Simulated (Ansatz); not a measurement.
Point defect Mg_Hf+V_O in monoclinic HfO2

The numbers are results of PBE, PAW (plane waves to 420 eV; Ansatz, a first-principles code), not measurements. The supercell holds 96 host sites (2×2×2 repeats of the unit cell), with a 2×2×2 shifted k-point sampling for the final energies. Sites at the start: the Hf site; O(1,3-fold) 2.15 Å away. Energies of charged states are corrected for periodic images (point charge plus alignment at distant sites). Dielectric constants: PBE linear response of the host. Host gap at this level: 4.04 eV. These values are not converged in cell size to better than tenths of an eV. The semilocal functional narrows the gap, so deep levels can fall outside it. Spin–orbit coupling is left out, which matters for these heavy elements. Each state is the lowest found from its start.

Formation energies E_f are given with the Fermi level at the valence-band maximum. Chemical conditions: Hf-rich (Δμ(Hf) = 0.00 eV, Δμ(O) = -5.19 eV, Δμ(Mg) = -0.18 eV, bounded by rock-salt MgO; only phases computed here count, gases as isolated molecules at 0 K); O-rich (Δμ(Hf) = -10.38 eV, Δμ(O) = 0.00 eV, Δμ(Mg) = -5.37 eV, bounded by rock-salt MgO; only phases computed here count, gases as isolated molecules at 0 K). Reference phases: Hf: hcp Hf, Mg: hcp Mg, O: O2 molecule in a box.

The name describes the start; the neighbours show where the atoms ended.

Charges from +2 to 0 were run; one beyond them could lie lower near a band edge.

```csv
charge,moment (μB),point group,largest move off a lattice site (Å),neighbours of the last Mg atom of the defect at the end (Å),image correction with alignment (eV),"E_f, Hf-rich (eV)","E_f, O-rich (eV)"
+2†,not spin-polarised,–,0.32,"O 2.06, O 2.06, O 2.07, O 2.19, O 2.29, O 2.32",-0.55,–,–
+1*,1.0,–,0.33,"O 2.05, O 2.06, O 2.07, O 2.19, O 2.29, O 2.33",–,–,–
0,not spin-polarised,C1,0.33,"O 2.06, O 2.06, O 2.07, O 2.19, O 2.29, O 2.35",0.00,1.86,1.86
```

* At this level the carrier isn't localised at the defect: at charge +1 holes occupy the valence band. Such a state is shallow or no state of the defect, and this cell gives it no level.

† Not settled in this cell, so no level is given: charge +2: a level filled in part, carriers not clearly localised, level within 0.1 eV of a band edge or past it.

Point groups are those of the whole cell at tolerances of 0.03 and 0.1 Å ("near" where only the looser one holds); none is given for unsettled states.

Flagged in the runs: a host whose relaxation on this sampling wasn't shown to rest, a strain field that reaches the edge of the cell.

All states together cost roughly 9 core-hours.
